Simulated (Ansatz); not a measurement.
Start from WSi₂ (space group I4/mmm, No. 139; relaxed with 0.1 eV smearing).

```
WSi2
1.0
   -1.60119     1.60119     3.90885
    1.60119    -1.60119     3.90885
    1.60119     1.60119    -3.90885
Si W
2 1
Cartesian
  0.00000   0.00000   5.20287
  0.00000   0.00000   2.61483
  0.00000   0.00000   0.00000
```

The values are results of PBEsol, PAW, 420 eV (Ansatz, a first-principles code; no spin-orbit coupling), not measurements.

Strains are applied to the cell and any free atomic positions relax.

One change was made to it. Results:

```tsv
quantity	base	after
energy relative to the base (free energy F)	0 meV/atom	+19 meV/atom
pressure (mean of the normal stresses, compression positive)	0.0 GPa	-9.4 GPa
```

Q: Which change produced these results?
(A) isotropic strain −1.00 %
(B) isotropic strain +0.50 %
(C) isotropic strain +2.00 %
(D) isotropic strain +1.50 %

A: D, isotropic strain +1.50 %. For comparison, the energy relative to the base in the other runs: isotropic strain +2.00 % gives +33 meV/atom; isotropic strain −1.00 % gives +9.0 meV/atom; isotropic strain +0.50 % gives +2.1 meV/atom.

No phonon test of stability was made. All final runs are without spin polarisation.
